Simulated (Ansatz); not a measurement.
**Several settings converged on Sc₂Al (P6_3/mmc, 6 atoms in the cell)**

```
CELL_PARAMETERS angstrom
      4.87793     0.00000     0.00000
     -2.43897     4.22441     0.00000
      0.00000     0.00000     6.14294
ATOMIC_POSITIONS crystal
  Sc 0.00000 0.00000 0.00000
  Sc 0.00000 0.00000 0.50000
  Sc 0.33333 0.66667 0.75000
  Sc 0.66667 0.33333 0.25000
  Al 0.33333 0.66667 0.25000
  Al 0.66667 0.33333 0.75000
```

Base method: LDA (PW92), default PAW files made with PBE (plane waves; Ansatz, an electronic-structure program).

Base settings: basis.ecutwfc = 420 eV; kpoints.mp_grid.grid = 8 8 6; hamiltonian.xc = lda; hamiltonian.pseudopotentials = {kind: paw} (the program's default PAW files); scf.occupations.method = fermi_dirac; scf.occupations.width = 0.1 eV.

Core times come from one kind of shared machine, to one figure; runs under 30 s give none.

**Zone-centre phonons against the cutoff**

In this ladder: phonons.method = dfpt.

The mesh stays at the base's, so the ladder's end is converged at best in this setting alone.

Frequencies are those of the unrelaxed cell, without the LO-TO term of polar crystals.

Only quantities that move along the ladder and can be compared are tabulated.

| basis.ecutwfc | highest zone-centre frequency (cm⁻¹) | lowest optical frequency (cm⁻¹) | core time / last (rough) |
|---|---|---|---|
| 210 eV | 285.0 | 106.5 | 0.2 |
| 295 eV | 290.7 | 96.0 | 0.4 |
| 420 eV | 289.7 | 94.4 | 0.7 |
| 505 eV | 289.7 | 94.4 | 1 |

Coarsest basis.ecutwfc that holds the highest zone-centre frequency within 2 cm⁻¹ of the last step, with all finer ones: 295 eV, at about 0.4 of the last step's time; the step before is off by 4.6 cm⁻¹.

Coarsest basis.ecutwfc that holds the lowest optical frequency within 1 cm⁻¹ of the last step, with all finer ones: 420 eV; the step before is off by 1.5 cm⁻¹.

**Zone-centre phonons against the mesh**

In this ladder: phonons.method = dfpt.

Frequencies are those of the unrelaxed cell, without the LO-TO term of polar crystals.

Only quantities that move along the ladder and can be compared are tabulated.

| kpoints.mp_grid.grid | highest zone-centre frequency (cm⁻¹) | lowest optical frequency (cm⁻¹) | core time / last (rough) |
|---|---|---|---|
| 2 2 2 | 289.4 | 82.2 | – |
| 4 4 3 | 291.0 | 95.8 | 0.06 |
| 6 6 4 | 289.7 | 94.0 | 0.2 |
| 9 9 7 | 289.6 | 94.4 | 1 |

Coarsest kpoints.mp_grid.grid that holds the lowest optical frequency within 1 cm⁻¹ of the last step, with all finer ones: 6 6 4, at about 0.2 of the last step's time; the step before is off by 1.4 cm⁻¹.

Coarsest kpoints.mp_grid.grid that holds the highest zone-centre frequency within 1 cm⁻¹ of the last step, with all finer ones: 6 6 4, at about 0.2 of the last step's time; the step before is off by 1.3 cm⁻¹.

On the base run: the starting cell comes from a database of computed structures (which also holds hypothetical and non-ambient phases and stackings), without a prior relaxation at this level. Its lattice was rescaled by up to half a per cent. In the base run, with a pressure of about -4 GPa the cell is away from its equilibrium volume at this level.

Keys are those of Ansatz 0.2.
